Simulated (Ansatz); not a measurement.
**BN: transverse stress against strain**

BN (wurtzite, P6_3mc, 5.876 Å³/atom at rest, c along z) under a strain ε along c (axis z), the other axes held. PBEsol in Ansatz, a plane-wave DFT program (PAW, default set), 420 eV, 15×15×8 Γ-centred mesh, Fermi-Dirac smearing 0.05 eV; ions are relaxed within the symmetry of each cell. Stress is positive for a compressed cell.

Here s stands for strain and y for stress xx.

| strain (%) | stress xx (GPa) |
|---|---|
| -3.00 | ? |
| -1.20 | 0.79 |
| -0.60 | 0.38 |
| 0.00 | 0.00 |
| 0.60 | -0.36 |
| 1.20 | -0.70 |

Question: Using a straight line, estimate the missing y at s = -3.00 from the other rows, showing the fit.

Answer: Means: s 0, y 0.022. About the means, the sum of products is -2.2320 and the sum of squares of s is 3.6000; the slope is their ratio. Least squares gives y = 0.022 - 0.6200·s. Residuals (row less fit): 0.024, -0.014, -0.022, -0.010, 0.022; standard error 0.025 (degrees of freedom: 3). The slope gives the elastic constant C13 = 62 ± 1.3 GPa. At the withheld row, y = 0.022 - 0.6200 × (-3.0) = 1.882 GPa. The calculation gives 2.18 GPa, 0.298 GPa above the prediction (10.3 % of the range of y in the table). The row lies outside the fitted rows, so this is an extrapolation. From the scatter of the fitted rows alone, a prediction at this place has a standard error of 0.048 GPa, so the miss is 6.2 times that.

One order more, fitted to all 11 runs of the series, follows each within 0.01, so the miss is the next term of a smooth law. BN is here a metastable high-pressure form. Rows are the converged runs of the series near zero and its far end; series whose fitted rows scatter by over a few per cent of the range, as at a crossing or softening among them, aren't shown in this form. Most that stay on the fit to the last digits aren't either.
